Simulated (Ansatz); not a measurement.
# Ansatz run on Y₁₀Si₆B (P-31m, 17 atoms in the cell): self-consistent single point

Level of theory: PBEsol, default PAW files made with PBE (plane waves; Ansatz, a program for electronic structure).

The input file:

Ansatz 0.2 input:
```yaml
# Y10Si6B
crystal:
  lattice:
    - [8.52864000, 0.00000000, 0.00000000]
    - [-4.26432000, 7.38601900, 0.00000000]
    - [0.00000000, 0.00000000, 6.42889000]
  atoms:
    - { symbol: Y, position_ang: [-0.00000426, 4.92401513, 3.21444500] }
    - { symbol: Y, position_ang: [4.26432426, 2.46200387, 3.21444500] }
    - { symbol: Y, position_ang: [4.26432426, 2.46200387, 0.00000000] }
    - { symbol: Y, position_ang: [-0.00000426, 4.92401513, 0.00000000] }
    - { symbol: Y, position_ang: [-3.22728002, 5.58981304, 1.70957043] }
    - { symbol: Y, position_ang: [-1.03703998, 1.79620596, 4.71931957] }
    - { symbol: Y, position_ang: [1.03703998, 1.79620596, 1.70957043] }
    - { symbol: Y, position_ang: [3.22728002, 5.58981304, 4.71931957] }
    - { symbol: Y, position_ang: [6.45456004, 0.00000000, 1.70957043] }
    - { symbol: Y, position_ang: [2.07407996, 0.00000000, 4.71931957] }
    - { symbol: Si, position_ang: [-1.69203953, 2.93069848, 1.61403712] }
    - { symbol: Si, position_ang: [-2.57228047, 4.45532052, 4.81485288] }
    - { symbol: Si, position_ang: [2.57228047, 4.45532052, 1.61403712] }
    - { symbol: Si, position_ang: [1.69203953, 2.93069848, 4.81485288] }
    - { symbol: Si, position_ang: [3.38407907, 0.00000000, 1.61403712] }
    - { symbol: Si, position_ang: [5.14456093, 0.00000000, 4.81485288] }
    - { symbol: B, position_ang: [0.00000000, 0.00000000, 3.21444500] }
basis:
  ecutwfc: 30.9 Ry
kpoints:
  mp_grid:
    grid: [3, 3, 4]
hamiltonian:
  xc: pbesol
  pseudopotentials:
    kind: paw
scf:
  occupations:
    method: gaussian
    width: 0.0147 Ry
output:
  forces: true
  eigenvalues: true
  stress: true
```

The program printed (abridged):

```
WARN the atoms were moved onto the symmetric positions of the space group found under crystal.symmetry.tolerance 1.0e-5 (fractional …
WARN ansatz: RAYON_NUM_THREADS=1 ignored (pool sized by the plan → 1); use --threads N
Pseudopotentials: kind: paw
Pseudopotential: Y, paw, valence charge 11
Pseudopotential: Si, paw, valence charge 4
Pseudopotential: B, paw, valence charge 3
Crystal: 17 atoms, lattice volume = 404.973 Å³
Basis set: ecut = 420.4159175005146 eV, 7947 PW (Γ), exchange–correlation on 120×120×90 points (8 copies of the dense FFT grid, shifted against one another)
Bands: 86, of which v1, the nominal top of the filled ones, is band 69 counted from 1 (68 counted from 0)
Symmetry: 12 space group operations
Space group: P-31m (ITA 162), of the structure as read, at distance tolerance 7.4e-5 Å
k-points: 10 of 36
PAW frozen core: Y, regenerated for the run's functional, and the local potential with it
PAW frozen core: Si, regenerated for the run's functional, and the local potential with it
PAW frozen core: B, regenerated for the run's functional, and the local potential with it
Initial density: superposition of atomic densities (neutral atoms: chi_scale 0, normalization atom), corrected by the library's trained network
Initial wavefunctions: pseudopotential atomic-orbital guess
Eigensolver: davidson
Functional: x = pbesol(κ = 0.804, μ = 0.12345679012345678), c = pbesol(β = 0.046)
SCF iter   1: F=—  HF=-41844.187891 eV  |F-HF|=—  |Δ(HF+E_count)|=         —  Δρ=3.98e-3  dr2=1.94e-1  ethr=1.77e-3  ⟨swp⟩=5.5  Hψ=3490  notcnv=0
all-band conjugate gradients solve this SCF's bands
preconditioner: auto → Kerker (q_TF=auto, 2.277 Å⁻¹)
SCF iter   2: F=—  HF=-41844.159784 eV  |F-HF|=—  |Δ(HF+E_count)|=   2.81e-2  Δρ=1.87e-3  dr2=2.82e-2  ethr=1.41e-4  ⟨swp⟩=2.0  Hψ=1185  notcnv=0
SCF iter   3: F=—  HF=-41844.155603 eV  |F-HF|=—  |Δ(HF+E_count)|=   4.18e-3  Δρ=6.62e-4  dr2=3.50e-3  ethr=2.06e-5  ⟨swp⟩=2.5  Hψ=1020  notcnv=0
SCF iter   4: F=—  HF=-41844.155019 eV  |F-HF|=—  |Δ(HF+E_count)|=   5.84e-4  Δρ=1.28e-4  dr2=1.20e-4  ethr=2.56e-6  ⟨swp⟩=2.0  Hψ=1067  notcnv=0
SCF iter   5: F=—  HF=-41844.154999 eV  |F-HF|=—  |Δ(HF+E_count)|=   2.09e-5  Δρ=3.04e-5  dr2=5.32e-6  ethr=8.77e-8  ⟨swp⟩=2.1  Hψ=1052  notcnv=0
SCF iter   6: F=—  HF=-41844.154420 eV  |F-HF|=—  |Δ(HF+E_count)|=   5.79e-4  Δρ=6.60e-6  dr2=2.85e-7  ethr=3.88e-9  ⟨swp⟩=2.0  Hψ=1069  notcnv=0
SCF iter   7: F=-41844.154420 eV  HF=-41844.154420 eV  |F-HF|=3.77e-9  |Δ(HF+E_count)|=   8.64e-9  Δρ=1.44e-6  dr2=1.28e-8  ethr=7.30e-11  ⟨swp⟩=10.9  Hψ=3414  notcnv=0
SCF 1 converged in 7 iterations: F = -41844.154420 eV  dr2 = 1.28e-8
SCF converged after 7 iterations
Free energy (F): -41844.154420 eV
Harris-Foulkes:  -41844.154420 eV  (|F-HF|=3.77e-9)
Internal energy: -41843.949420 eV  (E = F + TS)
E sigma→0 (E₀):  -41844.051920 eV
Entropy (-TS):   -0.204999 eV (-12.059 meV/atom)
Fermi energy:    9.538303 eV
--- Per-component energies (eV) ---
  E_band       = -1031.528967
  E_kinetic    = 3333.394499
  E_local      = -6215.346349  (includes V_loc(G=0)·N_el)
  E_nonlocal   = 678.886184
  E_hartree    = 2018.587919
  E_xc         = -2079.474934
  E_vxc        = -2303.766700  (∫ρ·V_xc dr)
  E_paw        = -30801.829361  (= ΣΔE_a)
  E_vpaw       = -561.870934  (= ΣTr[D̂ρ^β])
  E_aug_tail   = 0.000058  (compensation charges beyond the density's cutoff)
  E_ewald      = -8779.859240
  E_core_change = 1.691803  (= ΣΔE_core)
  E_smearing   = -0.204999  (= −TS)
  E_closure    = -0.000000  (closes the sum)
  Σ components = -41844.154420   (vs F -41844.154420, Δ=0.00e0)
--- Forces (eV/Å), atoms counted from 1 ---
  atom   1  Y     -0.00000000    -0.00000000     0.00000000
  atom   2  Y      0.00000000     0.00000000     0.00000000
  atom   3  Y     -0.00000000     0.00000000     0.00000000
  atom   4  Y     -0.00000000    -0.00000000     0.00000000
  atom   5  Y      0.00718027    -0.01243659     0.02609596
  atom   6  Y     -0.00718027     0.01243659    -0.02609596
  atom   7  Y      0.00718027     0.01243659     0.02609596
  atom   8  Y     -0.00718027    -0.01243659    -0.02609596
  atom   9  Y     -0.01436053     0.00000000     0.02609596
  atom  10  Y      0.01436053     0.00000000    -0.02609596
  atom  11  Si     0.01325358    -0.02295588     0.05169500
  atom  12  Si    -0.01325358     0.02295588    -0.05169500
  atom  13  Si     0.01325358     0.02295588     0.05169500
  atom  14  Si    -0.01325358    -0.02295588    -0.05169500
  atom  15  Si    -0.02650716    -0.00000000     0.05169500
  atom  16  Si     0.02650716     0.00000000    -0.05169500
  atom  17  B      0.00000000     0.00000000     0.00000000
  max |Σ_I F_I| component: 1.39e-17 eV/Å
--- Stress (GPa, compression-positive) ---
       -3.032186      -0.000000       0.000000
        0.000000      -3.032186      -0.000000
        0.000000      -0.000000      -2.702903
  P = ⅓ Tr σ = -2.9224 GPa (-29.224 kbar)
  The stress holds the Pulay correction. Without it, at fixed plane waves, as pw.x and ABINIT print it: P = -2.9366 GPa
--- Band table (eV; the first three rows and the last of 10) ---
  k-point 0: bands = ["-32.8514", "-32.8501", "-32.6730", "-32.6713", "-32.5184", "-32.4978", "-32.4978", "-32.4970", "-32.4862", "-32.4862", "-13.2998", "-13.2958", "-12.9618", "-12.9618", "-12.9217", "-12.9217", "-12.7879", "-12.7879", "-12.7728", [...]
  k-point 1: bands = ["-32.8466", "-32.8454", "-32.6782", "-32.6762", "-32.5162", "-32.4991", "-32.4967", "-32.4967", "-32.4873", "-32.4873", "-13.1911", "-13.1868", "-12.9509", "-12.9509", "-12.9140", "-12.9140", "-12.8146", "-12.8146", "-12.7817", [...]
  k-point 2: bands = ["-32.8414", "-32.8405", "-32.6837", "-32.6814", "-32.5133", "-32.5020", "-32.4951", "-32.4951", "-32.4888", "-32.4888", "-12.9731", "-12.9665", "-12.9333", "-12.9333", "-12.9090", "-12.9090", "-12.8567", "-12.8414", "-12.8414", [...]
  k-point 9: bands = ["-32.8460", "-32.8460", "-32.6771", "-32.6771", "-32.5182", "-32.4993", "-32.4960", "-32.4960", "-32.4870", "-32.4870", "-13.1895", "-13.1895", "-12.9449", "-12.9291", "-12.9291", "-12.9192", "-12.8273", "-12.7929", "-12.7929", [...]
```

The run converged in 7 iterations.

The starting cell comes from a database of computed structures (which also holds hypothetical and non-ambient phases and stackings), without a prior relaxation at this level. Ansatz's pressure includes its estimate of the finite-basis (Pulay) stress.
